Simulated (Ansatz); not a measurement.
The reference is YN in the rock salt structure (space group Fm-3m, No. 225).

```yaml
crystal:
  lattice:
    - [0.00000, 2.42808, 2.42808]
    - [2.42808, 0.00000, 2.42808]
    - [2.42808, 2.42808, 0.00000]
  atoms:
    - { symbol: N, position: [0.00000, 0.00000, 0.00000] }
    - { symbol: Y, position: [0.50000, 0.50000, 0.50000] }
```

Level of theory: PBEsol (Ansatz, a program for electronic structure, PAW, no SOC).

For the base:

```
Quantity      Result
--------  ----------
Band gap     0.08 eV
Density   5.97 g/cm³
```

One thing is altered: every N is replaced by Cl; the structure is relaxed again.

Tabulated Pauling electronegativity and covalent radius: N 3.04, 0.71 Å; Cl 3.16, 1.02 Å.

Question: What happens to the band gap?

Answer: The band gap changes from 0.08 eV to zero.

Question: Predict the new density.

Answer: The density drops by 0.904 g/cm³, from 5.97 g/cm³ to 5.06 g/cm³.

Stability against distortions was not tested. As relaxed here, YCl is a hypothetical phase, not in the database extracts checked. The final runs are not spin-polarised. The zero or small gap of YN can change with the level of theory.
